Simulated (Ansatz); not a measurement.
System: L1₀ (CuAu-type) CuAu. Method: PBEsol-D3(BJ) in Ansatz (PAW).

Settings: plane-wave cutoff 520 eV, 20×20×16 k mesh (along the axes of the cell as run), Fermi–Dirac smearing 0.05 eV, no spin polarisation, scalar-relativistic PAW data made under PBE.

Computed at the level's own relaxed cell.

Q: Predict the c axis length (two-atom tetragonal cell), pressure derivative B′ of the bulk modulus, bulk modulus, lattice constant a (two-atom tetragonal cell) and equilibrium volume per atom.

A: 
- c axis length (two-atom tetragonal cell) = 3.530 Å
- pressure derivative B′ of the bulk modulus = 5.2
- bulk modulus = 194 GPa
- lattice constant a (two-atom tetragonal cell) = 2.784 Å
- equilibrium volume per atom = 13.68 Å³/atom

The run finds no gap.

Measured, for comparison: lattice parameter c 3.67 Å (temperature not stated, not corrected to a static lattice; as tabulated in Mehl et al. (2016), arXiv:1607.02532); lattice constant a 2.8 Å (temperature not stated, not corrected to a static lattice; as tabulated in Nepal et al. (2019), arXiv:1905.09348). Computed (rounded) less measured: lattice parameter c -3.8 %, lattice constant a -0.6 %. A static lattice is as a rule a little smaller and stiffer than an uncorrected measurement, which narrows the difference in the lattice constant a and would widen misses of the other sign.

Note: the bulk modulus comes from volumes at which shape and atoms were relaxed.

Spin–orbit coupling is not included; it can shift volumes and moduli of such heavy elements.

It cost around 7 core-minutes (rough) of CPU time.

Ansatz is a program for electronic structure.
